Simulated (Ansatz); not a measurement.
The parent structure is WSe₂ in the 2H-MoS2 type structure (space group P6_3/mmc, No. 194; a = 3.2790 Å, c = 12.7858 Å; layered, stacked along the Cartesian z axis).

All numbers come from PBE-D3(BJ), PAW, 420 eV (Ansatz, a first-principles code; scalar-relativistic without spin-orbit coupling), earlier PAW set.

Before the change:

* **Band gap**: 0.87 eV
* **Gap character**: indirect, Γ → K–Γ (47 % along)

Perturbation: the cell is scaled by 1.0552 in all directions, atoms relaxed at fixed cell.

Q: What does the calculation give for the band gap after the change?

A: The band gap falls by 0.256 eV (0.87 eV → 0.62 eV).

Q: Predict the new energy relative to the base.

A: The energy grows by 93 meV/atom.

Q: Estimate the effect on the gap character.

A: The gap character goes from indirect, Γ → K–Γ (47 % along) to indirect, Γ → K.

Spin-orbit coupling, missing from the scalar runs, can matter with W. The cells carry an imposed strain or load. Whether these cells are dynamically stable was not tested.
